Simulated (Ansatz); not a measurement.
A15 Mo3Si, relaxed in Ansatz (plane waves) with several semilocal functionals. Each gives its own volume and its own elastic constant C11:

```tsv
level	V0 (Å³/atom)	elastic constant C11 (GPa)	ln V0	ln C11
LDA	14.116	519.8	2.6473	6.2534
PBEsol	14.357	502.9	2.6642	6.2204
PBE	14.758	465.9	2.6918	6.1440
```

### Question
Fit a straight line to ln C11 against ln V0. What does it predict for r²SCAN, whose volume is 14.566 Å³/atom?

### Answer
With x = ln V0 and y = ln C11: means 2.66777 and 6.20593; Σ(Δx Δy) = -0.002512, Σ(Δx²) = 0.001009, so the slope is -2.49. At x = 2.6787 the line gives y = 6.20593 + (-2.49) × (2.6787 − 2.66777) = 6.1787, or 482.4 GPa. The run with r²SCAN gives 497.5 GPa, +3.1 % from the line. The rows used scatter about it by up to 0.6 %, while the largest value lies 12 % above the smallest.

Ansatz's density-functional and Hartree–Fock values are scalar-relativistic unless marked +SOC, with PAW data made under PBE.

Ansatz is a quantum-chemistry and plane-wave program.
